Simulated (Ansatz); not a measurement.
Base system: BaTiO3 in the cubic perovskite structure (space group Pm-3m, No. 221; a = 3.935 Å). Axes: x, y, z lie along the cube axes.

The values are results of LDA, PAW, 420 eV (Ansatz, a program for electronic structure; without spin-orbit coupling), not measurements.

For the base:

```
Item                    Result
-------------------  ---------
Smallest direct gap    1.87 eV
Band gap               1.83 eV
Pressure             -0.01 GPa
```

It is then changed as follows: the cell is compressed by 3.00 % along z with no lateral relaxation, atoms relaxed at fixed cell.

Task: What happens to the smallest direct gap?

Result: The smallest direct gap shrinks by 0.06 eV to 1.81 eV.

Task: How does this affect the energy relative to the base?

Result: The energy rises by 13 meV/atom.

Task: How does this affect the band gap?

Result: The band gap decreases by 0.02 eV (1.83 eV → 1.81 eV).

Task: What does the calculation give for the pressure after the change?

Result: The pressure (mean of the normal stresses, compression positive) increases by 6.65 GPa, from -0.01 GPa to 6.64 GPa.

The cells carry an imposed strain or load. Stability against distortions was not tested. The final runs are not spin-polarised. Many cubic perovskites are stable only at high temperature; tilts and polar distortions were not tested. This is not the structure that BaTiO3 has at room temperature and ambient pressure.
